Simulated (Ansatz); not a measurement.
Ansatz (an electronic-structure program) run on SrAlGe (P-6m2, 3 atoms in the cell): self-consistent single point.

Computed with PBEsol, PAW files made with PBE (plane waves; Ansatz).

The change in words: lattice scaled by 0.98. Reference geometry:
```yaml
crystal:
  lattice:
    - [4.37730, 0.00000, 0.00000]
    - [-2.18865, 3.79085, 0.00000]
    - [0.00000, 0.00000, 4.86887]
  atoms:
    - { symbol: Sr, position: [0.00000, 0.00000, 0.00000] }
    - { symbol: Al, position: [0.66667, 0.33333, 0.50000] }
    - { symbol: Ge, position: [0.33333, 0.66667, 0.50000] }
```

Reference input (self-consistent single point, DFT, PBEsol, plane waves, PAW files made with PBE): basis.ecutwfc = 420 eV; kpoints.mp_grid.grid = 9 9 7; hamiltonian.xc = pbesol; hamiltonian.pseudopotentials = {kind: paw} (an earlier, softer set of the program's PAW files); scf.occupations.method = gaussian; scf.occupations.width = 0.2 eV. This run's input differs from it in these lines:

```diff
@@ -3,5 +3,5 @@
   lattice:
-    - [4.377295, 0.000000, 0.000000]
-    - [-2.188647, 3.790848, 0.000000]
-    - [0.000000, 0.000000, 4.868866]
+    - [4.289749, 0.000000, 0.000000]
+    - [-2.144874, 3.715031, 0.000000]
+    - [0.000000, 0.000000, 4.771489]
   atoms:
```

Log, with long lists cut:

```
SCF iter   1: F=—  HF=-8272.300389 eV  |F-HF|=—  |Δ(HF+E_count)|=         —  Δρ=3.56e-2  dr2=1.40e0  ethr=3.10e-3  ⟨swp⟩=7.2  Hψ=5616  notcnv=0
all-band conjugate gradients solve this SCF's bands
preconditioner: auto → Kerker (q_TF=auto, 2.296 Å⁻¹)
SCF iter   2: F=—  HF=-8271.926552 eV  |F-HF|=—  |Δ(HF+E_count)|=   3.74e-1  Δρ=1.92e-2  dr2=4.37e-1  ethr=3.10e-3  ⟨swp⟩=2.3  Hψ=2076  notcnv=0  defer=4
   [... lines left out ...]
SCF iter   6: F=—  HF=-8271.769258 eV  |F-HF|=—  |Δ(HF+E_count)|=   4.57e-5  Δρ=1.76e-4  dr2=2.15e-5  ethr=1.42e-6  ⟨swp⟩=3.0  Hψ=1610  notcnv=0  defer=1
SCF iter   7: F=—  HF=-8271.769262 eV  |F-HF|=—  |Δ(HF+E_count)|=   3.49e-6  Δρ=3.27e-5  dr2=1.54e-6  ethr=7.96e-8  ⟨swp⟩=2.3  Hψ=1449  notcnv=0  defer=1
SCF iter   8: F=—  HF=-8271.769262 eV  |F-HF|=—  |Δ(HF+E_count)|=   1.97e-8  Δρ=1.00e-5  dr2=1.24e-7  ethr=5.71e-9  ⟨swp⟩=2.5  Hψ=1310  notcnv=0  defer=1
SCF iter   9: F=-8271.769262 eV  HF=-8271.769262 eV  |F-HF|=2.42e-9  |Δ(HF+E_count)|=   2.66e-8  Δρ=2.46e-6  dr2=9.68e-9  ethr=3.70e-10  ⟨swp⟩=7.4  Hψ=4576  notcnv=0
SCF 1 converged in 9 iterations: F = -8271.769262 eV  dr2 = 9.68e-9
Free energy (F): -8271.769262 eV
Internal energy: -8271.744299 eV  (E = F + TS)
E sigma→0 (E₀):  -8271.756781 eV
Entropy (-TS):   -0.024962 eV (-8.321 meV/atom)
Fermi energy:    8.000937 eV
--- Forces (eV/Å), atoms counted from 1 ---
  atom   1  Sr     0.00000000     0.00000000     0.00000000
   [... zero for the other atoms too ...]
--- Stress (GPa, compression-positive) ---
       -0.606314      -0.000000       0.000000
       -0.000000      -0.606314       0.000000
        0.000000       0.000000      -1.505150
  P = ⅓ Tr σ = -0.9059 GPa (-9.059 kbar)
  The stress holds the Pulay correction. Without it, at fixed plane waves, as pw.x and ABINIT print it: P = -0.9199 GPa
```

The run converged in 9 iterations. Against the reference run the free energy falls by 22.4 meV/atom and the pressure goes from -3.46 to -0.91 GPa.

The starting cell comes from a database of computed structures (which also holds hypothetical and non-ambient phases and stackings), without a prior relaxation at this level. Its lattice was rescaled by a random factor within 2.5 % of one. For this run, on top of that: lattice scaled by 0.98. Ansatz's pressure includes its estimate of the finite-basis (Pulay) stress.

Keys are those of Ansatz 0.2.
